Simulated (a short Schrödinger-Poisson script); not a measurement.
System: MOS inversion layer, SiO2 on p-type Ge(111), at 300 K.

| layer | material | thickness (nm) | Na (cm⁻³) |
|---|---|---|---|
| 1 | SiO2 | 2.1 | - |
| 2 | Ge | 510 | 6.6e17 |

Constants are typed, rounded textbook-type inputs, not results; the design itself was drawn at random and stands for no fabricated device. SiO2: permittivity 3.9, conduction-band edge (eV) 3.1, gap (eV) 9, electron mass (mₑ) 0.5. Ge: permittivity 16, conduction-band edge (eV) 0, gap (eV) 0.664, Nv at 300 K (cm⁻³) 6e18.

Channel valleys (confinement mass, in-plane density-of-states mass, number): L1 1.59, 0.08, 1; L3 0.09, 0.34, 3. At the gate the conduction-band edge of layer 1 lies 3.45 eV − eVg above the Fermi level of the channel; the field vanishes at the back. Gaps are held at their typed values at every temperature. Mesh 0.03 nm at interfaces.

Solved with a short Schrödinger-Poisson script written for these runs: 1D Poisson equation in equilibrium, electrons quantum, Hartree (BenDaniel-Duke, 12 states a valley, the channel's in-plane mass for all, wave functions ending at the dielectric), parabolic valleys, classical holes, full ionisation, no traps, pinning or gate leakage.

The same stack at other levels of the model or other numerical settings:

```
run                                          sheet density of all electrons at Vg = 2.1 V (cm⁻²)  sheet density of all electrons at Vg = 0.9 V (cm⁻²)  capacitance at Vg = 2.1 V (μF/cm²)  centroid of the channel electrons at Vg = 2.1 V (nm)  rough cost against the base
-------------------------------------------  ---------------------------------------------------  ---------------------------------------------------  ----------------------------------  ----------------------------------------------------  ---------------------------
base                                                                                     1.15e13                                              1.73e12                                1.37                                                  1.87                      about 1
electrons treated as classical, Boltzmann                                                1.42e13                                              2.60e12                                1.59                                                  0.44                         0.03
electrons treated as classical, Fermi-Dirac                                                    ?                                                    ?                                   ?                                                  0.86                          0.2
mesh six times as coarse                                                                 1.16e13                                              1.74e12                                1.37                                                  1.86                          0.2
one subband a valley                                                                     1.13e13                                              1.67e12                                1.35                                                  1.96                          0.5
```

### Question
What belongs in the gaps?

### Answer

- electrons treated as classical, Fermi-Dirac, capacitance at Vg = 2.1 V (μF/cm²): 1.48
- electrons treated as classical, Fermi-Dirac, sheet density of all electrons at Vg = 2.1 V (cm⁻²): 1.32e13
- electrons treated as classical, Fermi-Dirac, sheet density of all electrons at Vg = 0.9 V (cm⁻²): 2.46e12

The classical rows ignore confinement, and Boltzmann statistics overrate the density once the band edge passes the Fermi level.

Only the L valleys are kept; under strong confinement the Δ valleys of Ge fill too.
